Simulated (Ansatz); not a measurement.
BeS (F-43m) under hydrostatic pressure: hole conductivity mass by r2SCAN with spin-orbit coupling, rigid bands (plane waves, PAW; Ansatz, a quantum-chemistry and plane-wave program). The unloaded cell, whose axes the loads refer to:

BeS is modelled in the cubic space group F-43m (No. 216), the zinc blende structure, Pearson symbol cF8. Cell: a = b = c = 4.869 Å, α = β = γ = 90.00°. Be on 4a is coordinated by 4 S at 2.108 Å (tetrahedral). S on 4c is surrounded by 4 Be at 2.108 Å (tetrahedral). (Neighbours: up to the widest gap in distance over summed covalent radii, below 1.35, at either atom; cation-cation and far metal-metal contacts left out.)
(The calculation used a cell of 2 atoms; values per cell refer to that cell.)

```tsv
hydrostatic pressure (GPa)	volume per atom (Å³)	hole conductivity mass (mₑ)
-2	14.74	0.806
0	14.43	0.789
2	14.14	0.774
5	13.76	?
10	13.22	0.725
```

Q: Fit a straight line to ln(hole conductivity mass) against the load over the rows given, and predict the row at 5 GPa.

A: The means are x̄ = 2.500 GPa and ȳ = -0.2576; Σ(x − x̄)(y − ȳ) = -0.7208 and Σ(x − x̄)² = 83.00, so the slope is -0.868 % per GPa, and the rows given lie within 0.29 % of the line. At 5 GPa the line gives 0.756 mₑ; the calculation gives 0.754 mₑ, 0.31 % from it.

Masses are for dilute carriers at 300 K, harmonic means over directions unless an axis is named. Stresses and pressures are the targets of the relaxation. The structure type is held at every load. Geometry: cell and atoms relaxed with r2SCAN.
